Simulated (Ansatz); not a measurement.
Here is the system:

```
CELL_PARAMETERS angstrom
      0.00000     2.99739     2.99739
      2.99739     0.00000     2.99739
      2.99739     2.99739     0.00000
ATOMIC_POSITIONS crystal
  P  0.75000 0.75000 0.75000
  In 0.00000 0.00000 0.00000
```

No spin polarisation.

The values are results of PBE (Ansatz, an electronic-structure program, PAW, without spin-orbit coupling), earlier PAW set, not measurements. k-mesh 10×10×10 (Γ-centred); smearing 0.05 eV (Fermi–Dirac).

**Question.** Predict the band gap and gap character.

**Answer.** 
* **Band gap**: 0.34 eV
* **Gap character**: direct at Γ

Load acts through the strain it causes; cell and atoms are relaxed under it. Whether these cells are dynamically stable was not tested. The cell was made from InP in the zinc blende structure (space group F-43m, No. 216) by this change: pressure −1 GPa.
